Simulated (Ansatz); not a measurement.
Defect: interstitial Cu in alpha quartz, charge state +1. The step: one Cu atom jumps by itself; the atom moves 1.89 Å along (0.05, 0.10, 0.33) of the unit cell; the moving atom starts with neighbours 2 O at 1.90 Å and ends with 2 O at 1.90 Å. DFT values are from Ansatz (plane-wave PAW, 420 eV unless said) in a cell of 243 host sites, spin-restricted, static, with no finite-size correction. The charge state is imposed; whether it is stable for some Fermi level was not computed. Sites that were not tried may lie lower. For the PBE band: the check of the saddle point's order was inconclusive.

| Level | Forward barrier (eV) |
|---|---|
| PBE, the Γ point alone, band relaxed | 0.09 |
| PBE, a 2×2×2 k-point mesh shifted by half a step along c, same geometries | 0.09 |
| r2SCAN at 500 eV, the Γ point alone, same geometries | 0.07 |
| HSE06, Γ point alone, same geometries | (withheld) |

Q: What belongs in the gaps?

A: 
- HSE06, Γ point alone, same geometries, Forward barrier (eV): 0.02

Ansatz is a first-principles code.
